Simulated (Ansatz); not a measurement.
# Effect of holes 1.0×10^22 cm⁻³ on SnSe2

Consider SnSe₂ in the CdI2 type structure (space group P-3m1, No. 164; a = 3.8403 Å, c = 6.0057 Å; layered, stacked along the Cartesian z axis).

One thing is altered: hole doping at 1.0×10^22 cm⁻³ (0.767 per cell), with a uniform compensating background at fixed cell and a 300 K Fermi–Dirac width.

The values are results of Ansatz (a program for electronic structure), PBE-D3(BJ), PAW, cutoff 420 eV, scalar-relativistic without spin-orbit coupling, not measurements. Γ-centred 18×18×10 mesh, Fermi–Dirac width 0.0259 eV.

The gap between the host's bands increases by 0.02 eV to 0.38 eV and the gap character is still indirect, K–Γ (79 % along) → k = (0, 0.444, 0.300) in the run's primitive reciprocal basis. The largest internal atomic displacement is 0.055 Å and the Fermi level relative to the doped band's edge (positive inside the band; to 0.05 eV) is +0.45 eV.

Carriers are added with a uniform compensating background; total energy and stress of such cells depend on the potential's zero and are not compared; many-body gap narrowing is missing at this level. Stability against distortions was not tested.
